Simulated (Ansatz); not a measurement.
Consider interstitial O in monoclinic ZrO2 strained by -1.5 % along x and y, z held, charge state -2. Calculation: PBE, PAW (plane waves to 420 eV; Ansatz, an electronic-structure program).

96-site cell at the strained lattice (strain from the relaxed PBE one, atoms relaxed), the Γ point alone, smearing 0.01 eV, spin-restricted, no finite-size correction. Static, classical nuclei. The charge state is imposed; whether it is stable for some Fermi level was not computed. Sites that were not tried may lie lower.

Barriers: single points on a 2×2×2 k-point mesh shifted by half a step at the bands' geometries.

The step: several atoms move together, O the farthest. Atoms about the jump, Cartesian Å from the middle of the jump, before and after:

| atom | x0 | y0 | z0 | x1 | y1 | z1 |
|---|---|---|---|---|---|---|
| O1 | 0.16 | 0.34 | 0.38 | -0.16 | -0.34 | -0.38 |
| Zr2 | -1.24 | -0.37 | 1.77 | -1.24 | -0.43 | 1.56 |
| Zr3 | -0.93 | 1.61 | -1.00 | -0.80 | 1.61 | -0.88 |
| Zr4 | 1.86 | -0.79 | -1.29 | 1.66 | -0.73 | -1.28 |
| O5 | 0.39 | 0.44 | -2.01 | 0.61 | 0.90 | -2.27 |
| O6 | -0.61 | 1.58 | 2.27 | -0.35 | 1.40 | 1.28 |
| O7 | 0.35 | -1.61 | 2.15 | 0.40 | -1.58 | 2.03 |
| O8 | 2.68 | 0.60 | 0.10 | 2.56 | 0.64 | 0.12 |
| O9 | 0.77 | -2.36 | -0.62 | 0.94 | -2.60 | -0.71 |
| O10 | -2.46 | 0.64 | 0.05 | -2.56 | 0.62 | 0.04 |
| Zr11 | 1.22 | 1.97 | 1.37 | 1.52 | 2.20 | 1.40 |
| O12 | -2.02 | -1.89 | 0.30 | -2.05 | -1.98 | 0.29 |
| O13 | 0.69 | 2.77 | -0.53 | 0.79 | 2.85 | -0.50 |
| O14 | 2.12 | 0.60 | 2.77 | 2.15 | 0.67 | 2.77 |
| O15 | -2.06 | 0.62 | -2.63 | -2.02 | 0.60 | -2.60 |
| O16 | -1.54 | -1.98 | -2.36 | -1.53 | -2.01 | -2.37 |
| O17 | 3.07 | -1.92 | 0.38 | 3.09 | -1.89 | 0.37 |
| Zr18 | 1.54 | -3.03 | 1.35 | 1.57 | -3.06 | 1.31 |
| Zr19 | -3.13 | -0.90 | -1.33 | -3.09 | -0.89 | -1.34 |

Question: Predict the transition state.

Answer: 
```tsv
atom	x	y	z
O1	0.08	-0.04	0.05
Zr2	-1.22	-0.42	1.67
Zr3	-0.89	1.60	-0.89
Zr4	1.69	-0.71	-1.25
O5	0.47	0.70	-2.17
O6	-0.56	1.56	1.78
O7	0.36	-1.65	2.13
O8	2.63	0.64	0.13
O9	0.85	-2.49	-0.68
O10	-2.52	0.62	0.05
Zr11	1.37	2.09	1.42
O12	-2.04	-1.94	0.29
O13	0.73	2.76	-0.49
O14	2.11	0.61	2.77
O15	-2.06	0.61	-2.60
O16	-1.53	-1.98	-2.35
O17	3.07	-1.91	0.39
Zr18	1.55	-3.06	1.33
Zr19	-3.13	-0.91	-1.33
```
It lies 0.19 eV above the start and 0.19 eV above the end. The saddle point's order was not checked.
